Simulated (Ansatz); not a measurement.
Hops of point defects in hexagonal WC, each between lowest sites run for its defect: PBE bands (Ansatz, an electronic-structure program, plane waves to 420 eV, PAW, climbing-image NEB) beside r2SCAN single points (500 eV) at the PBE geometries. Static nuclei, no finite-size correction. The rows are a random draw from the bands that converged and passed our checks of state and shape. Saddle orders were checked for a part of the study's bands only and are not shown. Vacancies start on their lattice site; split forms were not set up. Spin-orbit coupling is left out.

```
Row                    Defect                              Route  Hop (Å)                Cell and PBE mesh  r2SCAN k-points  PBE barrier x (eV)  r2SCAN barrier y (eV)
---  ------------------------  ---------------------------------  -------  -------------------------------  ---------------  ------------------  ---------------------
1         W vacancy, charge 0  a nearby W jumps into the vacancy     2.69  54 sites, 3×3×3 shifted along c        same mesh                3.44                   3.59
2         C vacancy, charge 0  a nearby C jumps into the vacancy     4.08  54 sites, 3×3×3 shifted along c        same mesh                8.11                   8.34
3         W vacancy, charge 0  a nearby W jumps into the vacancy     2.86  54 sites, 3×3×3 shifted along c        same mesh                3.86                   3.91
4    interstitial H, charge 0                   H moves farthest     2.85  54 sites, 3×3×3 shifted along c        same mesh                0.58                   0.74
5         C vacancy, charge 0  a nearby C jumps into the vacancy     2.82  54 sites, 3×3×3 shifted along c        same mesh                5.94                   6.00
6         C vacancy, charge 0  a nearby C jumps into the vacancy     2.88  54 sites, 3×3×3 shifted along c        same mesh                3.30                      ?
```

### Question
Fit a straight line y = a x + b to rows 1 to 5, predict row 6, and compare with the computed value.

### Answer
Means: x̄ = 4.386, ȳ = 4.516 eV. Sums: Sxx = 31.940, Sxy = 32.113 eV². So a = Sxy/Sxx = 1.005 and b = ȳ − a x̄ = 0.108 eV, with a scatter of 0.08 eV about the line. Row 6: 1.005 × 3.30 + 0.108 ≈ 3.42 eV. The computed r2SCAN value is 3.66 eV, +0.24 eV from the line, beyond the scatter. The line only summarises these rows of one host.
